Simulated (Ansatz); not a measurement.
Base system: SnO in the litharge type structure (space group P4/nmm, No. 129; a = 3.8362 Å, c = 4.7574 Å; layered, stacked along the Cartesian z axis).

The values are results of plane-wave PAW DFT at the PBE-D3(BJ) level (Ansatz, a first-principles code, 420 eV), no SOC, earlier PAW set, not measurements.

Base values:

* **Pressure**: 0.0 GPa

One thing is altered: an isotropic linear strain of −4.55 %; the atoms relax in the strained cell.

How does this affect the largest internal atomic displacement?

The largest internal atomic displacement amounts to 0.095 Å.

Estimate the effect on the pressure.

The pressure (mean of the normal stresses, compression positive) goes from zero to 9.0 GPa.

Predict the new energy relative to the base.

The energy goes up by 56 meV/atom.

Stability against distortions was not tested. All final runs are without spin polarisation.
